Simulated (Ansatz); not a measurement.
```yaml
crystal:
  lattice:
    - [2.94926, -2.52745, 0.00532]
    - [2.94926, 2.52745, 0.00532]
    - [-2.62913, 0.00000, 5.10068]
  atoms:
    - { symbol: Ta, position: [0.23189, 0.15061, 0.29178] }
    - { symbol: Ta, position: [0.84939, 0.76811, 0.70822] }
    - { symbol: O, position: [0.63259, 0.22603, 0.65254] }
    - { symbol: O, position: [0.77397, 0.36741, 0.34746] }
    - { symbol: O, position: [0.24282, 0.11071, 0.95519] }
    - { symbol: O, position: [0.88929, 0.75718, 0.04481] }
    - { symbol: O, position: [0.27103, 0.72897, 0.50000] }
```

A single point on Ta2O5 with a change (pressure 0.7 GPa), its geometry relaxed with PBEsol.

Method: plane-wave PAW DFT at the PBEsol level (Ansatz, a quantum-chemistry and plane-wave program, 420 eV), noncollinear with spin-orbit coupling. Γ-centred 9×9×7 mesh, Fermi–Dirac width 0.05 eV.

Problem. Predict the band gap, smallest direct gap and valence-band top at Γ.

Solution. 
- Band gap: 2.39 eV
- Smallest direct gap: 2.74 eV
- Valence-band top at Γ (three highest Kramers pairs, from the VBM): 0.00, -1.02, -1.46 eV

Single points use the geometry relaxed with PBEsol. Load acts through the strain it causes; cell and atoms are relaxed under it. Stability against distortions was not tested. The cell was made from Ta₂O₅ (space group C2, No. 5; a cell from a computed database, its experimental status unchecked) by this change: pressure 0.7 GPa.
